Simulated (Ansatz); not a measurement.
Base system: BaTiO3 in the cubic perovskite structure (space group Pm-3m, No. 221; a = 3.994 Å).

Computed with DFT with r2SCAN, PAW potentials and a 500 eV plane-wave cutoff in Ansatz (a first-principles code), spin-orbit coupling left out, earlier PAW set.

One change was made to it. Results:

The band gap becomes zero (base: 2.18 eV); the lattice parameter a grows by 0.185 Å, from 3.994 Å to 4.179 Å.

Q: Name the change that was made.
A. Ti → Zr
B. Ti → Sc
C. Ti → Hf

A: B, Ti → Sc. For comparison, the band gap in the other runs: Ti → Hf gives 4.20 eV; Ti → Zr gives 3.74 eV.

The magnetic state is the one reached from the starting moments; the real material's order can differ, and small cells can't hold many antiferromagnetic ones. With Hf present, leaving out spin-orbit coupling can change the band edges. Whether these cells are dynamically stable was not tested. For BaScO3 in this form, whether it has been made was not checked. Spin-polarised in the final run: BaScO3; the other runs are not. Many cubic perovskites are stable only at high temperature; tilts and polar distortions were not tested. This is not the structure that BaTiO3 has at room temperature and ambient pressure.
